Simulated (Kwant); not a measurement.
Model system: Aharonov-Bohm ring in a Ge (holes) two-dimensional gas. Effective mass 0.06 mₑ, grid spacing 8.3 nm, hard walls, nominal width 100 nm (13 grid rows, so walls 116.2 nm apart), one parabolic valley, scattering region 680 nm long along x; energies count from the band bottom; Fermi energy 0.0021 eV. Ring of mean radius 190 nm, arms as wide as the leads. Perpendicular field swept from 0 to 0.11 T, none in the leads; orbital effect alone.

Constants are typed, rounded textbook-type inputs, not results; the design itself was drawn at random and stands for no fabricated device.

Kwant, effective-mass tight-binding model on a square grid, one spin, coherent transport at 0 K. Conductance is in e²/h.

Density of the scattering states that come in from the left lead, at field = 0.055618 T, in bins, relative to the largest site value (x marks bins outside the device):

```
|xxxxxxxxxxxxxxx  .      ...  xxxxxxxxxxxxxxx|
|xxxxxxxxxxxx   :==. ::. :+-.    xxxxxxxxxxxx|
|xxxxxxxxxxx    .==. -=- .-. .:.  xxxxxxxxxxx|
|xxxxxxxxx   .:. ..  :::     :-:    xxxxxxxxx|
|xxxxxxxx    .--.           .:. ...  xxxxxxxx|
|xxxxxxxx :-: ..   xxxxxxxx    .--:  xxxxxxxx|
|xxxxxxx .-=-:   xxxxxxxxxxxx  .::    xxxxxxx|
|xxxxxxx .....  xxxxxxxxxxxxxx    .--.xxxxxxx|
|::..   :=:.:. xxxxxxxxxxxxxxxx   :=+:       |
|@@%#-  =+--=.xxxxxxxxxxxxxxxxxx    ..       |
|*-=*-  :..-=:xxxxxxxxxxxxxxxxxx :-:.        |
|#=+*-  -::+*:xxxxxxxxxxxxxxxxxx.:=-.        |
|@@%#-  -=-==.xxxxxxxxxxxxxxxxxx             |
|::..   ::  .. xxxxxxxxxxxxxxxx   .:-.       |
|xxxxxxx ::::.  xxxxxxxxxxxxxx    :==.xxxxxxx|
|xxxxxxx :==:    xxxxxxxxxxxx  ..  .. xxxxxxx|
|xxxxxxxx :.  ::   xxxxxxxx    :-:.  xxxxxxxx|
|xxxxxxxx    :-:             .  ::.  xxxxxxxx|
|xxxxxxxxx   .. ...  ..     .-:     xxxxxxxxx|
|xxxxxxxxxxx   .-=: .-:  ::  :-.  xxxxxxxxxxx|
|xxxxxxxxxxxx   :-: .:. .--.     xxxxxxxxxxxx|
|xxxxxxxxxxxxxxx         ..   xxxxxxxxxxxxxxx|
```
Scale: ten equal steps from 0.001 (start of ' ') to 0.830 (end of '@'), in the order ' .:-=+*#%@'; x runs from -324 to 324, y from -222 (bottom) to 222 (top).

The conductance there is 0.25 e²/h with 2 open channel(s) in the leads.
